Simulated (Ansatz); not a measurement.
O vacancy + N on the O site + N on the O site (V_O+N_O+N_O) in metastable polar orthorhombic HfO2 (start: the O(1) site; O(2) 2.55 Å away; O(1) 2.83 Å away; 96-site cell, 2×2×2 shifted sampling). Computed with PBE, PAW (plane waves to 420 eV; Ansatz, an electronic-structure program). Total energies of the localised charge states, counted from that of charge +1, and their image corrections (point charge with alignment); the host's valence-band maximum lies at 14.475 eV on the cells' energy zero and its gap is 4.36 eV.

```tsv
charge	moment (μB)	E − E(first) (eV)	correction (eV)
+1	1.0	0.000	-0.006
0	not spin-polarised	15.656	0.000
```

Task: Derive the transition levels above the valence-band maximum and say which of them are thermodynamic.

Result: A level is the Fermi energy at which two charges have equal formation energy: ε(q/q′) = [E(q′) + corr(q′) − E(q) − corr(q)] / (q − q′) − E_VBM.
ε(+1/0) = [(15.656 + 0.000) − (0.000 + -0.006)] / 1 − 14.475 = 1.19 eV
Thermodynamic levels at least 0.1 eV inside the gap: (+1/0) at 1.19 eV. They hold to tenths of an eV in this cell. Charges with a result: +1, 0. Others weren't obtained, and one of them could lie lower, also by skipping a charge. The geometries come from one start. Flagged in the runs: a host whose relaxation on this sampling wasn't shown to rest, a strain field that reaches the edge of the cell.
